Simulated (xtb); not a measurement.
xtb 6.7.1, GFN2-xTB: CC1(C)c2cc(-c3cc4c(s3)-c3sccc3C4(C)C)ccc2-c2ccc(-c3c4ccccc4cc4ccccc34)cc21, 72 atoms. The geometry is a generated start, not checked to be a minimum at this level.

| Item | Result |
|---|---|
| method | GFN2-xTB |
| --acc | 1 (default) |
| --etemp (K) | 300 (default) |
| detailed input (--input) | none: ANC optimiser, Lindh (1995) Hessian, microcycle=20, maxdispl=1.0, hlow=0.01 (default) |
| basis functions | 210 |
| valence electrons | 202 |

The structure is relaxed from this start with --opt LEVEL for the levels crude, sloppy, loose, lax, normal, tight, vtight, extreme, once each. Up to the end of the extreme run atoms move by at most 1.1 Å along an axis.

Question: Choose the cheapest level whose final energy lies within 1 meV of that of extreme.

Answer: tight: 65 cycles against 68, ending 0.016 meV above.

| level | cycles | energy above the extreme run (meV) | gradient norm (eV/Å) |
|---|---|---|---|
| crude | 6 | 75 | 0.29 |
| sloppy | 18 | 38 | 0.11 |
| loose | 22 | 30 | 0.037 |
| lax | 40 | 7.1 | 0.029 |
| normal | 44 | 5.6 | 0.012 |
| tight | 65 | 0.016 | 0.0054 |
| vtight | 68 | under 0.01 | 0.0024 |
| extreme | 68 | — | 0.0024 |
